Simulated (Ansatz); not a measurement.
Habitual settings against a tight run: Si (Fd-3m, 2 atoms in the cell)

Self-consistent single point.

```
CELL_PARAMETERS angstrom
      0.00000     2.65761     2.65761
      2.65761     0.00000     2.65761
      2.65761     2.65761     0.00000
ATOMIC_POSITIONS crystal
  Si 0.25000 0.25000 0.25000
  Si 0.00000 0.00000 0.00000
```

Computed with LDA (PW92), default PAW files made with PBE (plane waves; Ansatz, a program for electronic structure).

Base settings: basis.ecutwfc = 420 eV; kpoints.mp_grid.grid = 7 7 7; hamiltonian.xc = lda; hamiltonian.pseudopotentials = {kind: paw} (the program's default PAW files); scf.occupations.method = fixed.

Tight run (finer mesh or higher cutoff; not a proven limit): basis.ecutwfc: 420 eV → 590 eV; kpoints.mp_grid.grid: 7 7 7 → 10 10 10; scf.convergence.dr2_threshold: default (1e-07 eV) → 1e-09 eV. It gave top of the valence band (on the code's own zero) 6.75 eV; gap on the k-point mesh 0.37 eV; pressure 5.19 GPa.

Quick runs, as changes from the base:
- A: the base itself
- B: kpoints.mp_grid.grid: 7 7 7 → 4 4 4; hamiltonian.xc: lda → pbesol [PBEsol]
- C: basis.ecutwfc: 420 eV → 210 eV; kpoints.mp_grid.grid: 7 7 7 → 8 8 8
- D: basis.ecutwfc: 420 eV → 295 eV; kpoints.mp_grid.grid: 7 7 7 → 4 4 4; scf.occupations.method: fixed → methfessel_paxton; scf.occupations.width: default → 0.2 eV
- E: kpoints.mp_grid.grid: 7 7 7 → 3 3 3; hamiltonian.xc: lda → b3lyp [B3LYP]
- F: kpoints.mp_grid.grid: 7 7 7 → 3 3 3; hamiltonian.xc: lda → hse06 [HSE06]

Energies are extrapolated to zero smearing width, which holds to low order in the width alone.

Dashes: energy of B, E, F, another energy zero; gap of D, left out as unsure on this mesh or at this smearing; count of E, F, another kind of functional, whose work the count does not hold.

Gaps are read on each run's own mesh, which may miss the band edges.

† marks runs with another functional, U, potentials or spin treatment: their distance from the tight run is not a convergence error alone.

The count of work is k-points × plane waves × bands × iterations; it is no time. 

Pressures in the table are Ansatz's without its Pulay estimate, at a fixed set of plane waves; the tight run's value above holds the estimate.

The starting cell comes from a database of computed structures (which also holds hypothetical and non-ambient phases and stackings), without a prior relaxation at this level. Its lattice was rescaled by a random factor within 2.5 % of one. In the base run, with a pressure of about 5 GPa the cell is away from its equilibrium volume at this level.

| run | energy less tight (meV/atom) | pressure less tight (GPa) | gap on the mesh less tight (eV) | count of work / tight |
|---|---|---|---|---|
| A | 5.6 | 0.00 | -0.018 | 0.25 |
| B† | – | 2.77 | 0.064 | 0.099 |
| C | 152.4 | -1.54 | 0.020 | 0.13 |
| D | 134.0 | -0.16 | – | 0.047 |
| E† | – | 7.38 | 1.590 | – |
| F† | – | 5.18 | 0.931 | – |

Among the runs at the tight run's level, the energy misses run from 5.6 to 152.4 meV/atom.

Left out of this page: 1 run of the series with a known weakness of the program; 1 run of the series unsound by tests on forces, stress, charge or solver warnings.

Keys are those of Ansatz 0.2.
